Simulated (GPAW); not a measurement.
Troubleshooting GPAW: a failed run on Ti2CrSi6 (C222, 9 atoms in the cell). The aim is a self-consistent single point with DFT PBEsol, plane waves, GPAW PAW datasets PBEsol (made by gpaw-setup).

Cell that was meant: a = 4.6668 Å, b = 4.6668 Å, c = 6.4427 Å, α = 90.00°, β = 90.00°, γ = 120.58°.

Part of the input:

```python

calc = GPAW(mode={'name': 'pw', 'ecut': 800},
            xc='PBEsol',
            setups={'Cr': 'pv'},
            kpts=(5, 5, 3),
            occupations={'name': 'methfessel-paxton', 'width': 0.272, 'order': 0},
            nbands=-17,
```

The program printed (abridged):

```
Input parameters:
  convergence: {forces: 0.001}
  kpts: [5 5 3]
  maxiter: 150
  mode: {ecut: 800,
         name: pw}
  nbands: -17
  occupations: {name: methfessel-paxton,
                order: 0,
                width: 0.272}
  setups: {Cr: pv}
  symmetry: {symmorphic: False,
             tolerance: 0.0005}
  xc: PBEsol

Traceback (most recent call last):
   [... frames left out ...]
FileNotFoundError: Could not find required PAW dataset file "Cr.pv.PBEsol".

You need to set the GPAW_SETUP_PATH environment variable to point to
the directories where PAW dataset and basis files are stored.  See
https://gpaw.readthedocs.io/install.html#install-paw-datasets
for details.
```

Q: Read the log: what does the program object to, and what is the fix?

A: The fault is a potential or basis that cannot be found. The input names a file or set that is not where the program looks, or that does not exist under that name. To fix it, correct the name or place the file. The program stopped before any SCF iteration.

The sound input it was made from differs as follows (other fixes are possible):
```diff
-            setups={'Cr': 'pv'},
```

With that input, the run converged in 23 iterations: free energy E − TS (from the program's reference atoms) -64.0686 eV; Fermi level (on the code's own zero) 10.08 eV; pressure -3.31 GPa; largest force (vector length) 0.098 eV/Å (DFT PBEsol, plane waves, GPAW PAW datasets PBEsol (made by gpaw-setup)).

On the sound input: the starting cell comes from a database of computed structures (which also holds hypothetical and non-ambient phases and stackings), without a prior relaxation at this level. Spin polarisation is off. With a pressure of about -3 GPa the cell is away from its equilibrium volume at this level.
